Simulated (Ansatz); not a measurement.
The parent structure is ZnS in the zinc blende structure (space group F-43m, No. 216; a = 5.389 Å). Axes: x, y, z lie along the cube axes.

Method: DFT with r2SCAN, PAW potentials and a 500 eV plane-wave cutoff in Ansatz (a first-principles code), no spin-orbit coupling.

Base values:

- Band gap = 2.70 eV
- Pressure = 0.00 GPa
- Valence-band top at Γ = 0.00, 0.00, 0.00 eV

The change: uniaxial strain ε_zz = −3.00 %, all other strain components held at zero; the atoms relax in the strained cell.

### Question
Estimate the effect on the band gap, pressure, hole mass, valence-band top at Γ and energy relative to the base.

### Answer
The band gap rises by 0.07 eV (2.70 eV → 2.77 eV); the pressure (mean of the normal stresses, compression positive) goes from zero to 2.53 GPa; the hole mass amounts to 0.22 mₑ along z, 0.64 mₑ across (at Γ); the valence-band top at Γ (three highest levels, from the VBM) changes from 0.00, 0.00, 0.00 eV to 0.00, -0.11, -0.11 eV; the energy grows by 6.0 meV/atom.

Effective masses come from finite differences of ±0.01 Å⁻¹. Stability against distortions was not tested.
